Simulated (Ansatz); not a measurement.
```yaml
crystal:
  lattice:
    - [3.28126, 0.00000, 0.00000]
    - [-1.64063, 2.84166, 0.00000]
    - [0.00000, 0.00000, 5.68284]
  atoms:
    - { symbol: Ga, position: [0.33333, 0.66667, 0.50215] }
    - { symbol: Cd, position: [0.66667, 0.33333, 0.97977] }
    - { symbol: O, position: [0.33333, 0.66667, 0.17083] }
    - { symbol: N, position: [0.66667, 0.33333, 0.59725] }
```

Relaxed-ion tensors in this frame from PBEsol density-functional theory in Ansatz (plane waves, PAW). Proper piezoelectric stress tensor e (C/m²):

```
 0.00   0.00   0.00   0.00   0.57   0.31
 0.31  -0.31   0.00   0.57   0.00   0.00
 0.34   0.34  -0.84   0.00   0.00   0.00
```

Stiffness C (GPa):

```
 208  94.3  96.8  -1.9   0.0   0.0
94.3   208  96.8   1.9   0.0   0.0
96.8  96.8   301   0.0   0.0   0.0
-1.9   1.9   0.0  40.5   0.0   0.0
 0.0   0.0   0.0   0.0  40.5  -1.9
 0.0   0.0   0.0   0.0  -1.9  56.8
```

The cell was generated from a structure type, relaxed within its symmetry, and need not be the phase found at ambient conditions.

Problem. Obtain the piezoelectric strain tensor d.

Solution. d = e S with S = C⁻¹, in pC/N:

```
 0.0   0.0   0.0   0.0  14.4   5.9
 3.0  -3.0   0.0  14.4   0.0   0.0
 2.5   2.5  -4.4   0.0   0.0   0.0
```
Away from Γ the polar cell without biaxial strain shows no imaginary mode on a 2×2×2 mesh.

The PAW data sets were generated under PBE and serve the other functionals too.

Ansatz is a first-principles code.
